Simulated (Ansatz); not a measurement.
Input and output of a relaxation of the atoms for ZrCuSiP (P4mm, 8 atoms in the cell) (Ansatz, a quantum-chemistry and plane-wave program).

Computed with LDA (PW92), default PAW files made with PBE (plane waves; Ansatz).

The change in words: one atom moved by 0.15 angstrom; relax: default → atoms; relax.f_tol: default → 0.05 eV/Å. Reference geometry:
```yaml
crystal:
  lattice:
    - [3.57551, 0.00000, 0.00000]
    - [0.00000, 3.57551, 0.00000]
    - [0.00000, 0.00000, 9.47875]
  atoms:
    - { symbol: Zr, position: [0.00000, 0.50000, 0.77138] }
    - { symbol: Zr, position: [0.50000, 0.00000, 0.22862] }
    - { symbol: Si, position: [0.50000, 0.50000, 0.00000] }
    - { symbol: Si, position: [0.00000, 0.00000, 0.00000] }
    - { symbol: Cu, position: [0.50000, 0.50000, 0.50000] }
    - { symbol: Cu, position: [0.00000, 0.00000, 0.50000] }
    - { symbol: P, position: [0.00000, 0.50000, 0.32819] }
    - { symbol: P, position: [0.50000, 0.00000, 0.67181] }
```

Reference input (self-consistent single point, DFT, LDA (PW92), plane waves, default PAW files made with PBE): basis.ecutwfc = 420 eV; kpoints.mp_grid.grid = 9 9 4; hamiltonian.xc = lda; hamiltonian.pseudopotentials = {kind: paw} (the program's default PAW files); scf.occupations.method = gaussian; scf.occupations.width = 0.1 eV. This run's input differs from it in these lines:

```diff
@@ -6,3 +6,3 @@
   atoms:
-    - { symbol: Zr, position_ang: [0.00000000, 1.78775650, 7.31171663] }
+    - { symbol: Zr, position_ang: [0.00000000, 1.78775650, 7.46171782] }
     - { symbol: Zr, position_ang: [1.78775650, 0.00000000, 2.16703137] }
@@ -27,2 +27,4 @@
     width: 0.1 eV
+relax:
+  f_tol: 0.05
 output:
```

Output (repeated stretches shortened):

```
   [... SCF lines of the steps left out ...]
relax step   1: F+E_penalty+E_count = -23941.90807497 eV  Δ(F+E_penalty+E_count) = +0.000e0 eV  max|allowed force component| = 2.431e0 eV/Å  Δτ_max = 0.0000 Å  (6 SCF iters, dr2 threshold 6.25e-5 eV, accepted)
relax step   2: F+E_penalty+E_count = -23942.08100266 eV  Δ(F+E_penalty+E_count) = -1.729e-1 eV  max|allowed force component| = 7.066e-1 eV/Å  Δτ_max = 0.1949 Å  (8 SCF iters, dr2 threshold 1.00e-4 eV, accepted)
relax step   3: F+E_penalty+E_count = -23942.10593119 eV  Δ(F+E_penalty+E_count) = -2.493e-2 eV  max|allowed force component| = 1.332e-1 eV/Å  Δτ_max = 0.0525 Å  (6 SCF iters, dr2 threshold 3.12e-5 eV, accepted)
relax step   4: F+E_penalty+E_count = -23942.10871171 eV  Δ(F+E_penalty+E_count) = -2.781e-3 eV  max|allowed force component| = 5.087e-2 eV/Å  Δτ_max = 0.0168 Å  (6 SCF iters, accepted)
relax step   5: F+E_penalty+E_count = -23942.10891719 eV  Δ(F+E_penalty+E_count) = -2.055e-4 eV  max|allowed force component| = 6.578e-4 eV/Å  Δτ_max = 0.0036 Å  (6 SCF iters, accepted)
the relaxation is at rest under the 8 symmetry operations that the run kept from its start: a minimum is not shown …
Free energy (F): -23942.108917 eV
Internal energy: -23942.103910 eV  (E = F + TS)
E sigma→0 (E₀):  -23942.106414 eV
Entropy (-TS):   -0.005007 eV (-0.626 meV/atom)
Fermi energy:    13.872601 eV
--- Forces (eV/Å), atoms counted from 1 ---
  atom   1  Zr     0.00000000    -0.00000000     0.00017826
  atom   2  Zr    -0.00000000     0.00000000     0.00004243
  atom   3  Si    -0.00000000     0.00000000     0.00032246
  atom   4  Si     0.00000000    -0.00000000     0.00032246
  atom   5  Cu     0.00000000    -0.00000000    -0.00066724
   [... lines left out ...]
    - { symbol: Cu, position: [0.4999999999999999, 0.4999999999999999, 0.5019884492480278] }
    - { symbol: Cu, position: [1.0241779117270304e-18, 6.059749153298115e-34, 0.5019884492480278] }
    - { symbol: P, position: [2.5659657785466038e-18, 0.4999999999999999, 0.33317184259163124] }
    - { symbol: P, position: [0.4999999999999999, 1.1446192845118662e-33, 0.6707839548664674] }
```

The run converged. 

Summary of the result:
Free energy E − TS (on the zero of these files): -23942.1089 eV
Fermi level (on the code's own zero): 13.87 eV
Pressure: -6.33 GPa
Relaxation steps: 5

The starting cell comes from a database of computed structures (which also holds hypothetical and non-ambient phases and stackings), without a prior relaxation at this level. Its lattice was rescaled by up to half a per cent. For this run, on top of that: one atom moved by 0.15 angstrom. Spin polarisation is off. The relaxation keeps the symmetry of its start, so its end need not be a minimum. Ansatz's pressure includes its estimate of the finite-basis (Pulay) stress.

Cost on one core of a shared machine: roughly 2 min.

Keys are those of Ansatz 0.2.
